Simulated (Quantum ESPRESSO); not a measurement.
Quantum ESPRESSO run on YGa2N3 (Cmc2_1, 12 atoms in the cell): self-consistent single point.

Method of the run: Wu-Cohen GGA, PseudoDojo standard norm-conserving (PBE) pseudopotentials (plane waves; Quantum ESPRESSO).

```
YGa2N3
1.0
    5.18006    -2.96721     0.00000
    5.18006     2.96721     0.00000
    0.00000     0.00000     5.29935
Y Ga N
2 4 6
Direct
  0.31172   0.68828   0.97206
  0.68828   0.31172   0.47206
  0.00757   0.33987   0.98992
  0.99243   0.66013   0.48992
  0.66013   0.99243   0.98992
  0.33987   0.00757   0.48992
  0.04608   0.33020   0.35883
  0.95392   0.66980   0.85883
  0.66980   0.95392   0.35883
  0.33020   0.04608   0.85883
  0.30448   0.69552   0.41844
  0.69552   0.30448   0.91844
```

Reference input (self-consistent single point, DFT, LDA (PW92), plane waves, PseudoDojo standard norm-conserving (LDA) pseudopotentials): ecutwfc = 85 Ry; occupations = smearing; smearing = gaussian; degauss = 0.00147 Ry; potentials = {Y: Y.upf, Ga: Ga.upf, N: N.upf}; K_POINTS = automatic 3 3 3 0 0 0; conv_thr = 1e-09 Ry. This run's input differs from it in these lines:

```diff
@@ -16,2 +16,3 @@
     degauss = 0.00147
+    input_dft = 'wc'
 /
```

Its files differ too (potentials: PseudoDojo standard norm-conserving (PBE)).

Output, abridged:

```
     Self-consistent Calculation

     iteration #  1     ecut=    85.00 Ry     beta= 0.70

     total energy              =    -897.20062460 Ry
     estimated scf accuracy    <       3.59503576 Ry

     iteration #  2     ecut=    85.00 Ry     beta= 0.70

     total energy              =    -897.81383870 Ry
     estimated scf accuracy    <       5.85416797 Ry

     iteration #  3     ecut=    85.00 Ry     beta= 0.70

     total energy              =    -898.89100415 Ry
     estimated scf accuracy    <       0.12496966 Ry

   [... 8 blocks of this kind left out ...]

     iteration # 12     ecut=    85.00 Ry     beta= 0.70

     total energy              =    -898.95004629 Ry
     estimated scf accuracy    <          3.1E-09 Ry

     iteration # 13     ecut=    85.00 Ry     beta= 0.70
     End of self-consistent calculation

     the Fermi energy is    10.3013 ev

!    total energy              =    -898.95004629 Ry
     estimated scf accuracy    <          9.4E-10 Ry
     smearing contrib. (-TS)   =      -0.00000000 Ry
     internal energy E=F+TS    =    -898.95004629 Ry

     convergence has been achieved in  13 iterations

     Forces acting on atoms (cartesian axes, Ry/au):

     atom    1 type  1   force =     0.00000000    0.00031326   -0.00032099
     atom    2 type  1   force =    -0.00000000   -0.00031326   -0.00032099
     atom    3 type  2   force =    -0.00003246   -0.00006207    0.00029646
     atom    4 type  2   force =     0.00003246    0.00006207    0.00029646
     atom    5 type  2   force =     0.00003246   -0.00006207    0.00029646
   [... lines left out ...]

     Total force =     0.007885     Total SCF correction =     0.000043

          total   stress  (Ry/bohr**3)                   (kbar)     P=      -44.27
  -0.00030071   0.00000000   0.00000000          -44.24        0.00        0.00
  -0.00000000  -0.00030038   0.00000000           -0.00      -44.19        0.00
   0.00000000   0.00000000  -0.00030171            0.00        0.00      -44.38

   JOB DONE.
```

The run converged in 13 iterations. Against the reference run the pressure goes from -9.53 to -4.43 GPa, the largest force goes from 0.052 to 0.088 eV/Å and the gap on the mesh goes from 2.314 to 2.240 eV.

The starting cell comes from a database of computed structures (which also holds hypothetical and non-ambient phases and stackings), without a prior relaxation at this level. With a pressure of about -4 GPa the cell is away from its equilibrium volume at this level.

Cost on one core of a shared machine: roughly 2 min.
